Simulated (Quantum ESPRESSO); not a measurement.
Worked example: self-consistent single point of AlN (F-43m, 2 atoms in the cell) in Quantum ESPRESSO.

Method: PBE, PseudoDojo standard norm-conserving (PBE) pseudopotentials (plane waves; Quantum ESPRESSO).

The change in words: lattice scaled by 0.98. Reference geometry:
```yaml
crystal:
  lattice:
    - [-2.19382, 0.00000, 2.19382]
    - [0.00000, 2.19382, 2.19382]
    - [-2.19382, 2.19382, 0.00000]
  atoms:
    - { symbol: Al, position: [0.00000, 0.00000, 0.00000] }
    - { symbol: N, position: [0.75000, 0.75000, 0.75000] }
```

Reference input (self-consistent single point, DFT, PBE, plane waves, PseudoDojo standard norm-conserving (PBE) pseudopotentials): ecutwfc = 85 Ry; occupations = smearing; smearing = fermi-dirac; degauss = 0.0036749 Ry; potentials = {Al: Al.upf, N: N.upf}; K_POINTS = automatic 9 9 9 0 0 0; conv_thr = 1e-09 Ry; mixing_beta = 0.3. This run's input differs from it in these lines:

```diff
@@ -10,3 +10,3 @@
     ibrav = 2
-    celldm(1) = 8.2914492718
+    celldm(1) = 8.1256220249
     nat = 2
```

Log, with long lists cut:

```
     Self-consistent Calculation

     iteration #  1     ecut=    85.00 Ry     beta= 0.30

     total energy              =     -25.51724892 Ry
     estimated scf accuracy    <       0.61209815 Ry

     iteration #  2     ecut=    85.00 Ry     beta= 0.30

     total energy              =     -25.57349304 Ry
     estimated scf accuracy    <       0.04454948 Ry

     iteration #  3     ecut=    85.00 Ry     beta= 0.30

     total energy              =     -25.58053418 Ry
     estimated scf accuracy    <       0.00675387 Ry

   [... 4 blocks of this kind left out ...]

     iteration #  8     ecut=    85.00 Ry     beta= 0.30

     total energy              =     -25.58084264 Ry
     estimated scf accuracy    <       0.00000001 Ry

     iteration #  9     ecut=    85.00 Ry     beta= 0.30
     End of self-consistent calculation

     the Fermi energy is     9.9403 ev

!    total energy              =     -25.58084264 Ry
     estimated scf accuracy    <          1.0E-10 Ry
     smearing contrib. (-TS)   =      -0.00000000 Ry
     internal energy E=F+TS    =     -25.58084264 Ry

     convergence has been achieved in   9 iterations

     Forces acting on atoms (cartesian axes, Ry/au):

     atom    1 type  1   force =    -0.00000000    0.00000000   -0.00000000
     atom    2 type  2   force =     0.00000000    0.00000000    0.00000000

     Total force =     0.000000     Total SCF correction =     0.000000

          total   stress  (Ry/bohr**3)                   (kbar)     P=      153.50
   0.00104345   0.00000000   0.00000000          153.50        0.00        0.00
  -0.00000000   0.00104345  -0.00000000           -0.00      153.50       -0.00
   0.00000000   0.00000000   0.00104345            0.00        0.00      153.50

   JOB DONE.
```

The run converged in 9 iterations. Against the reference run the free energy rises by 31.9 meV/atom, the pressure goes from 1.73 to 15.35 GPa and the gap on the mesh goes from 3.498 to 3.541 eV.

The starting cell comes from a database of computed structures (which also holds hypothetical and non-ambient phases and stackings), without a prior relaxation at this level. Its lattice was rescaled by a random factor within 2.5 % of one. For this run, on top of that: lattice scaled by 0.98. With a pressure of about 15 GPa the cell is away from its equilibrium volume at this level.
